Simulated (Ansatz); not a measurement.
Seebeck coefficient (μV/K, mean over directions) of p-type BP (F-43m) against carrier density, HSE06, rigid bands run with Ansatz (a quantum-chemistry and plane-wave program). Computed gap 1.95 eV; densities at which minority carriers matter at this gap, or further valleys turn the trend, are left out. Conductivity mass 0.37 mₑ (harmonic mean over directions), N_v = 3.5e19 cm⁻³ at 300 K.

```csv
hole density,300 K,500 K
1e16 cm⁻³,913,979
1e17 cm⁻³,715,780
1e18 cm⁻³,517,___
3e18 cm⁻³,___,488
1e19 cm⁻³,320,385
3e19 cm⁻³,230,___
1e20 cm⁻³,140,195
3e20 cm⁻³,77,118
1e21 cm⁻³,35,58
```

Complete the blanks.


- 1e18 cm⁻³, 500 K: 582
- 3e18 cm⁻³, 300 K: 422
- 3e19 cm⁻³, 500 K: 292

Rigid bands with a gap fixed in temperature, one relaxation time for all states, no polarons or phonon drag, and whether or not such doping can be reached. Spin-orbit coupling is left out; where it splits the top of the valence band, N_v and the p-type Seebeck coefficient come out somewhat high without it. Geometry: cell and atoms relaxed with PBEsol.
